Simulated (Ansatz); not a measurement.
PBE against r2SCAN: KTaO3, pressure −1 GPa

The reference is KTaO3 in the cubic perovskite structure (space group Pm-3m, No. 221; a = 4.023 Å).

(Cell as relaxed with PBE.)

Levels (all Ansatz, a program for electronic structure, PAW, earlier PAW set): PBE (420 eV, no SOC); r2SCAN (500 eV, no spin-orbit coupling).

Each level relaxes its own structure.

| base | PBE | r2SCAN |
|---|---|---|
| volume per atom | 13.02 Å³ | 12.70 Å³ |
| lattice parameter a | 4.023 Å | 3.989 Å |
| band gap | 2.17 eV | 2.64 eV |

It is then changed as follows: hydrostatic tension (pressure −1 GPa).

```csv
quantity,PBE,r2SCAN
gap character,"indirect, R → Γ","indirect, R → Γ"
volume per atom,13.09 Å³,12.76 Å³
smallest direct gap,2.80 eV,3.28 eV
```

PBE's volume per atom lies 0.33 Å³ above r2SCAN's (2.6 %); PBE's smallest direct gap lies 0.489 eV below r2SCAN's; the two agree on the gap character. Neither level is exact; r2SCAN is the comparison here, not a measurement.

With Ta present, leaving out spin-orbit coupling can change the band edges. Load acts through the strain it causes; cell and atoms are relaxed under it. Whether these cells are dynamically stable was not tested.
